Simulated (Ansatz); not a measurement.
Given:

```yaml
crystal:
  lattice:
    - [0.00000, 2.02691, 1.98637]
    - [2.02691, 0.00000, 1.98637]
    - [2.02691, 2.02691, 0.00000]
  atoms:
    - { symbol: Ag, position: [0.00000, 0.00000, 0.00000] }
```

No spin polarisation.

Level of theory: DFT with PBEsol, PAW potentials and a 420 eV plane-wave cutoff in Ansatz (a first-principles code), no spin-orbit coupling. Settings: 28×28×28 k-points, 0.1 eV Fermi–Dirac smearing.

Predict the band gap and pressure.

The band gap is zero and the pressure (mean of the normal stresses, compression positive) comes out as 2.6 GPa.

The cells carry an imposed strain or load. Whether these cells are dynamically stable was not tested. The cell was made from Ag in the fcc (Cu type) structure (space group Fm-3m, No. 225) by this change: uniaxial strain ε_zz = −2.00 %.
